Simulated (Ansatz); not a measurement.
AlP under load (space group F-43m), Ansatz (a first-principles code) with PBE with spin-orbit coupling, rigid bands. Condition of this run: hydrostatic pressure of 5.6 GPa (compression positive) (the target of the relaxation). Band gap 1.46 eV, N_c = 1.70e19 cm⁻³ and N_v = 5.82e19 cm⁻³ at 300 K, conductivity masses of 0.329 mₑ (electrons) and 0.682 mₑ (holes). Take k_BT = 0.02585 eV.

### Question
A film of it is 3 nm thick. Estimate the confinement energies in an infinite well.

### Answer
ħ²π²/(2m t²) = 0.376 eV·nm²/(m/mₑ × t²) gives 127 meV for electrons and 61.3 meV for holes, so the gap would widen to about 1.65 eV. Finite barriers and nonparabolic bands lower this, and with several valleys or bands the heaviest mass along the normal sets the lowest level, not this average.

### Question
What built-in voltage has an abrupt junction with N_A = 1e16 and N_D = 1e18 cm⁻³, all dopants ionised?

### Answer
V_bi = E_g/e − (k_BT/e) ln(N_c N_v/(N_A N_D)) = 1.46 − 0.02585 × 11.50 = 1.16 V, for the computed gap.

### Question
Find the intrinsic carrier density and the intrinsic Fermi level.

### Answer
n_i = √(N_c N_v) exp(−E_g/2k_BT) = 3.15e19 × exp(−28.24) = 1.7e7 cm⁻³. The level lies (k_BT/2) ln(N_v/N_c) = 16 meV from mid-gap (positive towards the conduction band). Each 0.1 eV added to the gap lowers n_i by a factor of 6.9.

Rigid bands with the computed gap; masses take one relaxation time for all states. Geometry: cell and atoms relaxed with PBEsol.
